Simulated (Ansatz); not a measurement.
The starting structures come from a database of crystals and need not be the phases stable at ambient conditions.

 Where the default PAW files enter, the runs use the earlier of Ansatz's two default sets.

Tunnelling through a barrier is set by its complex band structure: the current falls as exp(−2κd) with the smallest κ.

Data:

```xyz
4
Lattice="4.0039 0.0000 0.0000 0.0000 5.6232 0.0000 0.0000 0.0000 4.0039" Properties=species:S:1:pos:R:3 pbc="T T T"
Zn     0.0000     0.0000     0.0000
Sn     2.0019     2.8116     2.0019
P      2.0019     4.3464     0.0000
P      0.0000     1.2768     2.0019
```

Space group of this cell: P-4m2. The cell is taken as given.

Transport runs along the normal of the first two printed cell vectors, the (100) plane of the conventional cell.

No gap correction and no spin-orbit coupling; mid-gap values are interpolated between computed energies.

**Question.** Estimate the band gap and the smallest decay constant κ at mid-gap that r2SCAN (Ansatz, a quantum-chemistry and plane-wave program) returns for this system.

**Answer.** Gap 0.87 eV on a 8×6×8 mesh; κ = 0.070 1/Å, at the zone centre.
